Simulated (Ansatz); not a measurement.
Band structure of SrMg (Amm2, 6 atoms in the cell).

```
SrMg
1.0
    6.01833     0.00000     0.00000
    0.00000     2.08776     9.20513
    0.00000    -2.08776     9.20513
Sr Mg
3 3
Direct
  0.00000   0.00785   0.00785
  0.00000   0.32416   0.32416
  0.50000   0.56199   0.56199
  0.00000   0.66726   0.66726
  0.50000   0.88304   0.88304
  0.50000   0.22236   0.22236
```

Method: LDA (PW92), PAW files made with PBE (plane waves; Ansatz, a quantum-chemistry and plane-wave program).

Settings: basis.ecutwfc = 30.9 Ry; kpoints.mp_grid.grid = 3 4 4; hamiltonian.xc = lda; hamiltonian.pseudopotentials = {kind: paw} (the program's default PAW files); scf.occupations.method = fermi_dirac; scf.occupations.width = 0.0073 Ry; kpoints.band_path.npoints = 8.

The starting cell comes from a database of computed structures (which also holds hypothetical and non-ambient phases and stackings), without a prior relaxation at this level.

Levels in eV from the Fermi level, bands 27 to 34:
```csv
point,27,28,29,30,31,32,33,34
Γ,-2.61,-1.11,-0.52,-0.10,0.00,0.92,1.02,1.56
X,-2.17,-0.99,-0.53,0.21,0.22,0.42,0.57,0.73
S,-2.04,-1.10,-0.55,0.22,0.24,0.45,0.56,0.72
R,-1.72,-1.34,-1.09,-0.42,-0.32,0.26,0.32,0.39
A,-1.64,-1.24,-1.17,-0.53,-0.33,0.30,0.43,0.49
Z,-2.36,-1.65,-1.47,-1.24,1.15,1.17,1.57,1.63
Y,-1.30,-1.17,-0.57,-0.37,-0.20,0.12,1.16,1.67
X1,-2.17,-0.99,-0.53,0.21,0.22,0.42,0.57,0.73
A1,-1.64,-1.24,-1.17,-0.53,-0.33,0.30,0.43,0.49
T,-2.99,-2.48,-0.51,-0.25,0.35,0.62,1.65,1.73
```

Bands cross the Fermi level along this path, so the cell is metallic at this level.

Keys are those of Ansatz 0.2.
